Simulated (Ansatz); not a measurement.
This Ansatz (a program for electronic structure) input is the reference run, YN in the rock salt structure (space group Fm-3m, No. 225), computed with r2SCAN (Ansatz, PAW, spin-orbit coupling left out):

Ansatz 0.2 input:
```yaml
crystal:
  lattice:
    - [0, 2.4478343422, 2.4478343422]
    - [2.4478343422, 0, 2.4478343422]
    - [2.4478343422, 2.4478343422, 0]
  atoms:
    - { symbol: N, position: [0, 0, 0] }
    - { symbol: Y, position: [0.5, 0.5, 0.5] }
basis: { ecutwfc: 500, ecutrho_ratio: 4, xc_grid: 4, fft_grid_basis: typed }
kpoints: { mp_grid: { grid: [12, 12, 12] } }
hamiltonian:
  xc: r2scan
  dispersion: none
  pseudopotentials: { kind: paw }
scf: { occupations: { method: fermi_dirac, width: 0.05 }, convergence: { dr2_threshold: 0.0000000002 } }
output: { forces: true, stress: true }
checkpoint: { write: state.ck, write_every: 1000 }
```

Write the input for this change: a free-standing slab of 2 layers (4 atoms, 2 a layer) is cut normal to the z axis, with 15 Å of vacuum and the in-plane cell held at bulk.


Ansatz 0.2 input:
```yaml
crystal:
  lattice:
    - [3.4617605252, 0, 0]
    - [0, 3.4617605252, 0]
    - [0, 0, 17.4478343422]
  atoms:
    - { symbol: N, position: [0.25, -0.25, 0.4298527744] }
    - { symbol: Y, position: [0.75, 0.25, 0.4298527744] }
    - { symbol: N, position: [0.75, -0.75, 0.5701472256] }
    - { symbol: Y, position: [1.25, -0.25, 0.5701472256] }
basis: { ecutwfc: 500, ecutrho_ratio: 4, xc_grid: 4, fft_grid_basis: typed }
kpoints: { mp_grid: { grid: [10, 10, 1] } }
hamiltonian:
  xc: r2scan
  dispersion: none
  pseudopotentials: { kind: paw }
scf: { occupations: { method: fermi_dirac, width: 0.05 }, convergence: { dr2_threshold: 0.0000000004 } }
relax: { f_tol: 0.01, max_steps: 50 }
output: { forces: true, stress: true }
checkpoint: { write: state.ck, write_every: 1000 }
```
This is the input that was run; other choices of cell and start would serve too.

Stability against distortions was not tested.
